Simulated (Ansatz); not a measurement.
Here is the system:

```yaml
crystal:
  lattice:
    - [2.89724, 0.00000, 0.00000]
    - [0.00000, 2.81285, 0.00000]
    - [0.00000, 0.00000, 3.59296]
  atoms:
    - { symbol: Cu, position: [0.00000, 0.00000, 0.00000] }
    - { symbol: Au, position: [0.50000, 0.50000, 0.50000] }
```

No spin polarisation.

The values are results of Ansatz (a quantum-chemistry and plane-wave program) PBEsol, without spin-orbit coupling, not measurements. Settings: 20×20×16 k-points, 0.1 eV Fermi–Dirac smearing.

**Question.** What is the computed band gap?

**Answer.** Zero.

**Question.** What is the computed stress (xx, yy, zz, yz, xz, xy; compression positive)?

**Answer.** (-5.2, -4.1, -4.5, 0.0, 0.0, 0.0) GPa.

**Question.** Predict the space group.

**Answer.** Pmmm (No. 47).

The cells carry an imposed strain or load. No phonon test of stability was made. The final runs are not spin-polarised. The cell was made from CuAu (space group P4/mmm, No. 123) by this change: uniaxial strain ε_xx = +3.00 %.
